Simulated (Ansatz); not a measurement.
The reference is GeS in the GeS type structure (space group Pnma, No. 62; layered, stacked along the Cartesian x axis).

```xyz
8
Lattice="10.0966 0.0000 0.0000 0.0000 3.6442 0.0000 0.0000 0.0000 4.0194" Properties=species:S:1:pos:R:3 pbc="T T T"
Ge     1.1767     0.9111     0.4494
Ge     3.8716     2.7332     2.4591
Ge     8.9199     2.7332     3.5700
Ge     6.2250     0.9111     1.5603
S      8.6252     0.9111     1.9758
S      6.5197     2.7332     3.9855
S      1.4714     2.7332     2.0436
S      3.5769     0.9111     0.0339
```

Cartesian axes are those of the cell as printed.

All numbers come from plane-wave PAW DFT at the PBEsol-D3(BJ) level (Ansatz, a quantum-chemistry and plane-wave program, 420 eV), spin-orbit coupling left out.

Base values:

```
Property                          Value
-----------------------------  --------
Shortest interatomic distance   2.436 Å
Pressure                       0.00 GPa
```

One thing is altered: the cell is compressed by 5.41 % along x with no lateral relaxation, atoms relaxed at fixed cell.

Task: What does the calculation give for the largest internal atomic displacement, shortest interatomic distance, energy relative to the base and pressure after the change?

Result: The largest internal atomic displacement is 0.078 Å; the shortest interatomic distance drops by 0.028 Å, from 2.436 Å to 2.408 Å; the energy rises by 22 meV/atom; the pressure (mean of the normal stresses, compression positive) goes from zero to 3.83 GPa.

The cells carry an imposed strain or load. Whether these cells are dynamically stable was not tested. The D3 term's C6 switches between coordination references near this geometry, which can add small steps to energies.
